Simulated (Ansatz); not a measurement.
**ZnO (model structure, started from the CsCl type, Pm-3m, No. 221, 2 atoms in the cell)**

These are r²SCAN+rVV10 (plane waves, PAW; Ansatz, a program for electronic structure) values and carry that method's errors.

Numerical settings: plane-wave cutoff 560 eV, 14×14×14 k mesh, Fermi–Dirac smearing 0.01 eV, scalar-relativistic PAW data made under PBE.

Cell (relaxed at this level):

```xyz
2
Lattice="2.6368 0.0000 0.0000 0.0000 2.6368 0.0000 0.0000 0.0000 2.6368" Properties=species:S:1:pos:R:3 pbc="T T T"
Zn     0.0000     0.0000     0.0000
O      1.3184     1.3184     1.3184
```

- band gap = 0.00 eV (under three smearing widths, so not firm)
- smallest direct gap on the k points sampled = 1.36 eV

Note: the relaxation could raise the start's symmetry but not lower it, so the cell can be a saddle point.

A model structure was made by putting elements into a prototype or built by hand; it is no filed structure, need not be a known phase, and can be a saddle point held by its symmetry.
